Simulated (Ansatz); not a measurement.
Rock-salt LaS, treated with BLYP (Ansatz, a quantum-chemistry and plane-wave program, plane waves, PAW).

Numerical settings: plane-wave cutoff 520 eV, 16×16×16 k mesh, Fermi–Dirac smearing 0.05 eV, scalar-relativistic PAW data made under PBE.

Pressure at four volumes; x = ln(V/26.895 Å³). One pressure is withheld.

| V (Å³/atom) | x | P (GPa) |
|---|---|---|
| 25.281 | -0.0619 | ? |
| 25.819 | -0.0408 | 3.13 |
| 26.895 | 0.0000 | -0.01 |
| 28.509 | 0.0583 | -3.58 |

**Question.** Pass a parabola P(x) through the three rows shown, estimate the bulk modulus and its pressure derivative near zero pressure, and predict the withheld pressure.

**Answer.** Slopes between the rows: (-0.01 − (3.13))/(0.0000 − (-0.0408)) = -76.96 and (-3.58 − (-0.01))/(0.0583 − (0.0000)) = -61.23 GPa. Their difference over the span 0.0991 is c = 15.73/0.0991 = 158.7 GPa, so P(x) = 3.13 + (-76.96)(x − (-0.0408)) + 158.7 (x − (-0.0408))(x − (0.0000)). At the middle row B = −dP/dx = −[-76.96 + 158.7 × 0.0408] = 70.5 GPa, and B′ = dB/dP = 2c/B = 4.5. At x = -0.0619 the parabola gives 4.96 GPa; the run gives 4.98 GPa. The Birch–Murnaghan fit to the energies at all volumes has B0 = 70.0 GPa and B′ = 4.6.

Note: the relaxation could not lower the start's symmetry, so the cell can be a saddle point above a distorted one; the volume lies 8 % above that of the published cell.

Spin–orbit coupling is not included; it can open a gap where bands touch, and shift volumes and moduli.
